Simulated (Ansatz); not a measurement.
We consider C (model structure, Pn-3m, No. 224, 10 atoms in the cell), described by PBEsol in Ansatz (plane waves, PAW).

Run with plane-wave cutoff 520 eV, 8×8×8 k mesh, Fermi–Dirac smearing 0.01 eV, scalar-relativistic PAW data made under PBE.

The cell is the one relaxed with PBEsol. Conventional cell: a = 4.8140 Å, b = 4.8140 Å, c = 4.8140 Å, α = 90.00°, β = 90.00°, γ = 90.00°.

```xyz
10
Lattice="4.8140 0.0000 0.0000 0.0000 4.8140 0.0000 0.0000 0.0000 4.8140" Properties=species:S:1:pos:R:3 pbc="T T T"
C      0.0000     0.0000     0.0000
C      2.4070     2.4070     2.4070
C      0.8547     0.8547     0.8547
C      1.5523     1.5523     1.5523
C      0.8547     3.9594     3.9594
C      1.5523     3.2617     3.2617
C      3.9594     0.8547     3.9594
C      3.2617     1.5523     3.2617
C      3.9594     3.9594     0.8547
C      3.2617     3.2617     1.5523
```

**Question.** List the 27 lowest band energies at Γ above −25 eV (eV, relative to the valence band maximum), grouping those that round alike.

**Answer.** At Γ: -16.61, -15.54, -12.72 (×3), -10.76, -8.48 (×3), -6.69 (×3), -3.30 (×2), -0.62 (×3), -0.54 (×3), 4.15 (×3), 4.25 (×2), 5.71, 8.29.

Note: the relaxation could raise the start's symmetry but not lower it, so the cell can be a saddle point.

A model structure was made by putting elements into a prototype or built by hand; it is no filed structure, need not be a known phase, and can be a saddle point held by its symmetry.

Ansatz is an electronic-structure program.
